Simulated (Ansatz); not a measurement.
For PtTe2 (model structure, started from the CdCl2 type, R-3m, No. 166, 3 atoms in the cell), LDA in Ansatz (PAW) gives:

```
Property                           Value
------------------------------  --------
equilibrium lattice constant a   3.933 Å
c axis length                   17.166 Å
```

Task: What does PBE (PAW; Ansatz, a program for electronic structure) give for the same quantities?

Result: 
- lattice constant a: 4.030 Å (goes up by 2.5 %)
- lattice parameter c: 18.585 Å (goes up by 8.3 %)

Changes are worked out from the printed values.

Unless a cell is named, each level is at its own relaxed cell (LDA 25.55, PBE 29.04 Å³/atom).

Levels without +SOC leave out spin–orbit coupling, which shifts energies and cells of such heavy elements.

Ansatz's density-functional and Hartree–Fock values are scalar-relativistic unless marked +SOC, with PAW data made under PBE.

A model structure was made by putting elements into a prototype or built by hand; it is no filed structure, need not be a known phase, and can be a saddle point held by its symmetry.
